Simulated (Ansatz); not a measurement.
Take ZrO₂ in the fluorite structure (space group Fm-3m, No. 225; a = 5.089 Å) as the base.

It is then changed as follows: a hydrostatic pressure of 0.9 GPa.

Levels (all Ansatz, a first-principles code, PAW, earlier PAW set): r2SCAN (500 eV, no spin-orbit coupling); HSE06 (420 eV, spin-orbit coupling left out); HSE06+SOC (420 eV, spin-orbit coupling included).

One geometry, relaxed with r2SCAN, under each level:

```json
[
 {"level": "r2SCAN", "band gap": "3.90 eV", "lowest conduction level above the VBM at special points": "Γ 3.90 eV; X 4.30 eV; L 4.51 eV"},
 {"level": "HSE06", "band gap": "…", "lowest conduction level above the VBM at special points": "…"},
 {"level": "HSE06+SOC", "band gap": "…", "lowest conduction level above the VBM at special points": "…"}
]
```

Task: Give the withheld HSE06 and HSE06+SOC results.

Result: 
- HSE06, band gap: 4.99 eV
- HSE06, lowest conduction level above the VBM at special points: Γ 4.99 eV; X 5.39 eV; L 5.68 eV
- HSE06+SOC, band gap: 5.00 eV
- HSE06+SOC, lowest conduction level above the VBM at special points: Γ 5.00 eV; X 5.39 eV; L 5.65 eV

Single points use the geometry relaxed with r2SCAN. Their cutoffs differ, which shifts pressures a little. HSE06 gaps are upper bounds (no full band path). Differences between runs with and without spin-orbit coupling are approximate. Load acts through the strain it causes; cell and atoms are relaxed under it. Stability against distortions was not tested. This is not the structure that ZrO2 has at room temperature and ambient pressure.
